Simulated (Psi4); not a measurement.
Psi4 1.11, unrestricted TPSS/def2-svp: [CH2]c1ccc(C)cc1, charge 0, multiplicity 2, 17 atoms. The geometry is a generated start, not checked to be a minimum at this level.

```yaml
task: energy
method: tpss
basis: def2-svp
memory: 3 GB
maxiter: 100
keys_of_the_molecule_block: symmetry c1
scf_type: df (default)
guess: auto, which took SAD (default)
scf_initial_accelerator: adiis (default)
e_convergence: 1e-06 (default)
d_convergence: 1e-06 (default)
dft_radial_points: 75 (default)
dft_spherical_points: 302 (default)
basis_functions: 157
grid_points: 357452
```

```xyz
17

C     -2.9960     0.0357     0.0331
C     -1.6189     0.0189     0.0083
C     -0.8917    -1.1073    -0.4694
C      0.4790    -1.1182    -0.4739
C      1.2141    -0.0258    -0.0091
C      2.7091    -0.0350    -0.0093
C      0.5166     1.0960     0.4539
C     -0.8514     1.1283     0.4654
H     -3.5685    -0.8053    -0.3161
H     -3.5380     0.8966     0.3835
H     -1.4444    -1.9621    -0.8305
H      1.0048    -1.9876    -0.8432
H      3.0942    -1.0241    -0.2434
H      3.0931     0.2706     0.9640
H      3.0927     0.6686    -0.7492
H      1.0792     1.9482     0.8095
H     -1.3738     2.0025     0.8263
```

Charge 0 and multiplicity 2 are set for this test and not shown to be the ground state.

One run each on 2 threads. Values of diis_max_vecs tried: 3, 6, 10 (default), 20.

Question: Predict the course of the SCF iterations along this series.

Answer: Fewest SCF iterations, within one of each other: 6 with 14, 10 (default) with 13, 20 with 13. The count rises to 24 at 3. All converge to one solution.

```json
[
 {"diis_max_vecs": "3", "SCF iterations": "24", "end": "same solution"},
 {"diis_max_vecs": "6", "SCF iterations": "14", "end": "same solution"},
 {"diis_max_vecs": "10 (default)", "SCF iterations": "13", "end": "same solution"},
 {"diis_max_vecs": "20", "SCF iterations": "13", "end": "same solution"}
]
```
